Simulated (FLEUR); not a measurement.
```
CELL_PARAMETERS angstrom
      3.93411     0.00000     0.00000
      0.00000     3.93411     0.00000
      0.00000     0.00000     3.93411
ATOMIC_POSITIONS crystal
  Zr 0.99983 0.00697 0.00952
  Rh 0.50575 0.48823 0.99969
  Rh 0.00276 0.50983 0.50460
  Rh 0.49166 0.99496 0.48619
```

Computed with LDA (Vosko-Wilk-Nusair), all-electron FLAPW (FLEUR), scalar-relativistic valence run with FLEUR.

The set-up and first iterations of a FLEUR log for ZrRh3 (P1, 4 atoms in the cell):

```
      Welcome to FLEUR        (www.flapw.de)
      MaX-Release 8.1          (www.max-centre.eu)

 ========== k-point set info ==========
 Selected k-point list: default-1
 k-point list type: mesh
 6 x 6 x 6
 Number of k points: 112

 ------------Calculation Setup---------------------------
           1           2           4           7           8          14          16          28          56         112
 Number of basis functions:          524
 Iteration:     1   Distance:      20.87201884 me/bohr^3
 Iteration:     2   Distance:      16.55722176 me/bohr^3
 Iteration:     3   Distance:       7.55588978 me/bohr^3
 Iteration:     4   Distance:       5.06197256 me/bohr^3
 Iteration:     5   Distance:       3.03426382 me/bohr^3
```

Question: How does the run end?

Answer: The run converged in 25 iterations. Convergence of the loop says nothing yet on basis, mesh or lower states. It ends on: free energy E − TS -488107.0283 eV; Fermi level (on the code's own zero) 13.04 eV. The log goes on:

```
   [... 16 lines left out ...]
 Iteration:    22   Distance:       0.00004434 me/bohr^3
 Iteration:    23   Distance:       0.00003000 me/bohr^3
 Iteration:    24   Distance:       0.00001076 me/bohr^3
 Iteration:    25   Distance:       0.00000345 me/bohr^3
 Reset of history
 Run finished successfully
 Stop message:
   Structural relaxation: new displacements generated

[file out, last iteration]
             iter=     26
[...]
          total density-effective poten   -2.9322743189E+04
          total charge density-energy d   -5.1356918819E+02
 Updated energy parameters for spin:           1
[...]
 fermi energy and band-weighting factors:

[...]
FERMIE:
          first approx. to ef    (T=0)  :   0.479641 htr   (energy of the highest occ. eigenvalue)
          number of occ. states  (T=0)  :       3192
          first approx. to seigv (T=0)  : -15.535254 htr
          sum of weights of occ. states :  28.504630
          sum of semicore charge        :   0.000000 e
FERHIS:  Fermi-Energy by histogram:
          bandgap                     :   0.000109 htr
          charge neutrality (T=0)     :   0.009259    (zero if the highest occ. eigenvalue is "entirely" occupied)
     EF_NEWTON:  Adjust Fermi-Energy by Newton-Method.
   [... lines left out ...]
 Direct bandgap for spin            1 :    3.2404636324998015E-003  Htr
 ---->    free energy=                    -17937.6024399420 htr
   [... lines left out ...]
                       FX_TOT=-0.000713 FY_TOT=-0.004680 FZ_TOT=-0.008359
 TOTAL FORCE FOR ATOM TYPE=  2  X= -3.674   Y=  3.630   Z= -0.002
                       FX_TOT=-0.004390 FY_TOT= 0.010080 FZ_TOT=-0.002315
 TOTAL FORCE FOR ATOM TYPE=  3  X=  0.021   Y= -3.644   Z= -3.683
                       FX_TOT=-0.002352 FY_TOT=-0.007757 FZ_TOT=-0.002273
 TOTAL FORCE FOR ATOM TYPE=  4  X=  3.655   Y= -0.037   Z=  3.615
                       FX_TOT= 0.007458 FY_TOT= 0.002364 FZ_TOT= 0.012963
```

For comparison: a first run was changed to give this one (atoms moved at random), and from it to this one the free energy rises by 15.2 meV/atom.

The starting cell comes from a database of computed structures (which also holds hypothetical and non-ambient phases and stackings), without a prior relaxation at this level. For this run, on top of that: atoms moved at random. Spin polarisation is off. Values depend on the basis (sphere radii, cutoffs, local orbitals), which need not be converged. The log's line on a gap gives a spacing of levels on this mesh, which the program prints for metals too.

FLEUR gives forces in its relaxation mode, with a further iteration, so its stop message speaks of a relaxation.

The run was DFT, LDA (Vosko-Wilk-Nusair), all-electron FLAPW (FLEUR), scalar-relativistic valence. Main settings of its input:

Kmax: 4.1 1/bohr
GmaxXC: 12.3 1/bohr
xcFunctional: vwn
jspins: 1
l_soc: F
mode: hist
fermiSmearingEnergy: 0.00183747 Htr
mesh (inpgen div1-3): 6 6 6
inpgen gamma flag: true
Gmax: 12.3 1/bohr
numbands: 0
maxIterBroyd: 15
